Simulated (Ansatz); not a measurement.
Input:

```
C
1.0
    0.00000     1.80918     1.80918
    1.80918     0.00000     1.80918
    1.80918     1.80918     0.00000
C
2
Direct
  0.00000   0.00000   0.00000
  0.25000   0.25000   0.25000
```

These are PBE, rigid bands (plane waves, PAW, scalar-relativistic; Ansatz, a program for electronic structure) values and carry that method's errors. Condition of this run: hydrostatic pressure of -22 GPa (compression positive) (the target of the relaxation). Cell: cell and atoms relaxed with PBEsol, then loaded as said.

Problem. Predict the hole conductivity mass (n e² τ/σ) at 300 K, by direction if it differs.

Solution. 0.49 mₑ.

Problem. Predict the electron conductivity mass (n e² τ/σ) at 300 K, by direction if it differs.

Solution. 0.41 mₑ.

Problem. And the band gap?

Solution. 4.05 eV at this level; semilocal functionals usually fall short of the measured gap.

Rigid bands, one relaxation time for all states, no polarons. Spin-orbit coupling is left out. Geometry: cell and atoms relaxed with PBEsol.
